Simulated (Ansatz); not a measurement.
Data:

```
Ru
1.0
    2.69184     0.00000     0.00000
    1.34592     2.33120     0.00000
    0.00000     0.00000     4.27064
Ru
2
Direct
  0.33333   0.33333   0.75000
  0.66667   0.66667   0.25000
```

No spin polarisation.

Computed with DFT with r2SCAN, PAW potentials and a 500 eV plane-wave cutoff in Ansatz (an electronic-structure program), no spin-orbit coupling. Γ-centred 20×20×11 mesh, Fermi–Dirac width 0.05 eV.

Problem. Predict the space group, pressure and band gap.

Solution. The space group comes out as P6_3/mmc (No. 194) and the pressure (mean of the normal stresses, compression positive) is 2.3 GPa. The band gap is zero.

The cells carry an imposed strain or load. Stability against distortions was not tested. All final runs are without spin polarisation. The cell was made from Ru in the hcp (Mg type) structure (space group P6_3/mmc, No. 194) by this change: biaxial strain −0.47 %, plane normal [001], relaxed out of plane.
